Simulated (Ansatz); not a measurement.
We consider L1₂ (Cu3Au-type) Ni3Fe, described by r²SCAN in Ansatz (plane waves, PAW).

Run with plane-wave cutoff 560 eV, 16×16×16 k mesh, Fermi–Dirac smearing 0.05 eV, spin-polarised with parallel moments, scalar-relativistic PAW data made under PBE.

Response to compression and expansion:

```csv
V (Å³/atom),P (GPa),moment (μB per cell of 4 atoms)
10.202,15.03,5.18
10.419,9.46,5.23
10.636,4.47,5.28
10.853,-0.01,5.31
11.070,-4.00,5.35
11.287,-7.57,5.38
11.504,-10.74,5.41
```

Ansatz is a program for electronic structure.
